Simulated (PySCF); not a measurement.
PySCF 2.14.0, BP86/def2-svp, df: Si(Cl)(Me)2(NEtMe) (CCN(C)[Si](C)(C)Cl), 22 atoms. The geometry is a generated start, not checked to be a minimum at this level.

```
Quantity                       Value
-------------------  ---------------
task                          energy
method                          bp86
basis                       def2-svp
two-electron scheme  density fitting
mol.max_memory               3000 MB
mf.max_cycle                     100
mf.init_guess        minao (default)
mf.DIIS              CDIIS (default)
mf.conv_tol          1e-09 (default)
mf.grids.level           3 (default)
basis functions                  190
grid points                   259864
```

```xyz
22

C      2.2195     1.2999    -0.0188
C      1.2868     0.3210    -0.7287
N      0.5099    -0.4729     0.2035
C      1.2198    -1.6266     0.7121
Si    -1.1900    -0.2493     0.3820
C     -1.6104     1.6048     0.3649
C     -2.2547    -1.1623    -0.9180
Cl    -1.6795    -1.0136     2.2084
H      2.9541     0.7736     0.5843
H      1.6430     1.9522     0.6320
H      2.7501     1.9076    -0.7472
H      1.8724    -0.3476    -1.3714
H      0.6041     0.8831    -1.3672
H      2.1859    -1.3193     1.1095
H      0.6474    -2.0880     1.5101
H      1.3808    -2.3706    -0.0744
H     -1.4098     2.0496    -0.6042
H     -1.0425     2.1565     1.1073
H     -2.6640     1.7566     0.5788
H     -2.0906    -2.2362    -0.8814
H     -3.3150    -0.9908    -0.7582
H     -2.0173    -0.8279    -1.9234
```

One run each on 2 threads, 1 BLAS thread. Values of diis_space tried: 3, 5, 8 (default), 12, 20.

How does the count of Fock builds change with diis_space, and where is it least?

Fewest Fock builds, within one of each other: 5 with 13, 8 (default) with 13, 12 with 13, 20 with 13. The count rises to 22 at 3. All converge to one solution.

```csv
diis_space,Fock builds,end
3,22,same solution
5,13,same solution
8 (default),13,same solution
12,13,same solution
20,13,same solution
```
